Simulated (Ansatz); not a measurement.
**WSe2: isotropic strain +1.90 %**

Take WSe2 in the 2H-MoS2 type structure (space group P6_3/mmc, No. 194; a = 3.2995 Å, c = 13.1475 Å; layered, stacked along the Cartesian z axis) as the base.

Modification: every lattice vector is stretched by 1.90 %, atoms relaxed at fixed cell.

Calculations: Kohn–Sham DFT with the r2SCAN+rVV10 functional, run in Ansatz (an electronic-structure program) with PAW and 500 eV plane waves, no spin-orbit coupling, earlier PAW set. Settings: 11×11×3 k-points, 0.05 eV Fermi–Dirac smearing.

| quantity | base | changed | shift |
|---|---|---|---|
| volume per atom | 20.66 Å³ | 21.86 Å³ | +1.20 Å³ |
| space group | P6_3/mmc (No. 194) | P6_3/mmc (No. 194) | – |
| shortest interatomic distance | 2.530 Å | 2.545 Å | +0.015 Å |
| energy relative to the base (free energy F) | 0 meV/atom | +13 meV/atom | +13 meV/atom |
| pressure (mean of the normal stresses, compression positive) | -0.01 GPa | -3.25 GPa | -3.24 GPa |
| band gap | 1.12 eV | 1.07 eV | -0.05 eV |
| gap character | indirect, Γ → k = (0.182, 0.182, 0) in the run's primitive reciprocal basis | indirect, Γ → K | – |
| smallest direct gap | 1.61 eV | 1.41 eV | -0.20 eV |
| width of the top valence band | 1.58 eV | 1.55 eV | -0.03 eV |
| valence-band top at Γ (three highest levels, from the VBM) | 0.00, -1.06, -1.29 eV | 0.00, -0.86, -1.34 eV | – |

Final structure:

```
WSe2
1.0
    3.36221     0.00000     0.00000
   -1.68111     2.91176     0.00000
    0.00000     0.00000    13.39725
W Se
2 4
Direct
  0.33333   0.66667   0.25000
  0.66667   0.33333   0.75000
  0.33333   0.66667   0.62715
  0.66667   0.33333   0.12715
  0.66667   0.33333   0.37285
  0.33333   0.66667   0.87285
```

With W present, leaving out spin-orbit coupling can change the band edges. No phonon test of stability was made.
